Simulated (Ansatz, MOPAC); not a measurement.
# 1T (CdI2-type) MgI2: properties by level of theory

Reference values: lattice constant a 4.14 Å (measured, temperature not stated, copied from a table, unchecked, not corrected to a static lattice; as tabulated in Crystal Structures 1, 239 (1963)); lattice parameter c 6.88 Å (measured, temperature not stated, copied from a table, unchecked, not corrected to a static lattice; as tabulated in Crystal Structures 1, 239 (1963)).

| level (code) | equilibrium lattice constant a (Å) | lattice parameter c (Å) |
|---|---|---|
| PM6 semi-empirical Hartree-Fock (MOPAC) (MOPAC) | 4.274 | 5.748 |
| PBE+SOC (Ansatz) | 4.210 | 7.813 |
| rVV10 (Ansatz) | 4.194 | 6.816 |

Differences from the reference values (errors of the level alone only where the reference is corrected to a static lattice):

```
level                                    lattice constant a (%)  lattice parameter c (%)
---------------------------------------  ----------------------  -----------------------
PM6 semi-empirical Hartree-Fock (MOPAC)                   +3.24                    -16.5
PBE+SOC                                                   +1.69                    +13.6
rVV10                                                     +1.30                    -0.93
```

Nearest: lattice constant a, not ranked (reference at room or unstated temperature); lattice parameter c, not ranked (reference at room or unstated temperature).

Caveats: the cell comes from a level without a dispersion term, which matters for the spacing of layers, chains or molecules (PBE+SOC); the method was fitted mainly to molecules (PM6 semi-empirical Hartree-Fock (MOPAC)); the run uses a supercell at the zone centre in place of a k mesh (PM6 semi-empirical Hartree-Fock (MOPAC)). Ansatz's density-functional and Hartree–Fock values are scalar-relativistic unless marked +SOC, with PAW data made under PBE.

Differences are worked out from the printed values.

The computed numbers hold no vibrational or temperature effects.

Ansatz is a quantum-chemistry and plane-wave program.
